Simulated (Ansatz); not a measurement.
The starting structures come from a database of crystals and need not be the phases stable at ambient conditions.

The decay constant κ of evanescent states in the gap governs leakage through a thin film.

Consider the following.

```
CELL_PARAMETERS angstrom
      5.77982     0.00000     0.00000
      1.92661    14.04152     0.00000
      2.88991     0.00000     1.66849
ATOMIC_POSITIONS crystal
  Zn 0.73900 0.78300 0.00000
  Zn 0.25883 0.22350 0.00000
  Zn 0.13423 0.59730 0.00000
  In 0.99910 0.00270 0.00000
  Ga 0.86280 0.41160 0.00000
  O  0.08683 0.73950 0.00000
  O  0.91030 0.26910 0.00000
  O  0.81530 0.55410 0.00000
  O  0.19573 0.41280 0.00000
  O  0.30613 0.08160 0.00000
  O  0.69170 0.92490 0.00000
```

Space group of this cell: R3m. The cell is taken as given; by r2SCAN its mean pressure is -7.2 GPa.

Transport runs along the normal of the first two printed cell vectors, the (110) plane of the conventional cell.

The gap is the functional's own. No spin-orbit coupling. Mid-gap values are interpolated on the energy grid.

Problem. Give the band gap and the smallest decay constant κ at mid-gap that r2SCAN (Ansatz, a first-principles code) yields.

Solution. Gap 1.39 eV on a 18×18×18 mesh; κ = 0.151 1/Å, at the zone centre.
